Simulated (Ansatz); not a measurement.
Given:

```
CELL_PARAMETERS angstrom
      0.00000     3.56149     3.56149
      3.56149     0.00000     3.56149
      3.56149     3.56149     0.00000
ATOMIC_POSITIONS crystal
  Rb 0.00000 0.00000 0.00000
  Br 0.50000 0.50000 0.50000
```

No spin polarisation.

Computed with PBE (Ansatz, an electronic-structure program; PAW; 420 eV plane waves; spin-orbit coupling left out). Γ-centred 8×8×8 mesh, Fermi–Dirac width 0.05 eV.

Predict the band gap.

4.09 eV.

Estimate the electron mass.

0.40 mₑ (at Γ).

Estimate the pressure.

-4.7 kbar.

Estimate the gap character.

Direct at Γ.

The cells carry an imposed strain or load. Masses are band curvatures over ±0.01 Å⁻¹ around the edge. Whether these cells are dynamically stable was not tested. The cell was made from RbBr in the rock salt structure (space group Fm-3m, No. 225) by this change: isotropic strain +1.50 %.
